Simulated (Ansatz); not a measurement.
**Thickness series in CuI**

The reference is CuI in the zinc blende structure (space group F-43m, No. 216; a = 6.0230 Å). Axes: x, y, z lie along the cube axes.

Free-standing slabs (2 atom(s) a layer) normal to [110] with 15 Å of vacuum; in-plane cell held at bulk.

All numbers come from Ansatz (a quantum-chemistry and plane-wave program) r2SCAN, scalar-relativistic without spin-orbit coupling.

For the base:

| Item | Value |
|---|---|
| Band gap | 1.67 eV |

Q: The aim is a band gap between 2.61 eV and 2.81 eV. Which of these changes reaches it?
A. 2 layers
B. 7 layers
C. 1 layer

A: C, 1 layer. It gives 2.72 eV; 7 layers gives 1.93 eV; 2 layers gives 2.35 eV. Changes not listed may reach it too

With I present, leaving out spin-orbit coupling can change the band edges. No phonon test of stability was made. All final runs are without spin polarisation.
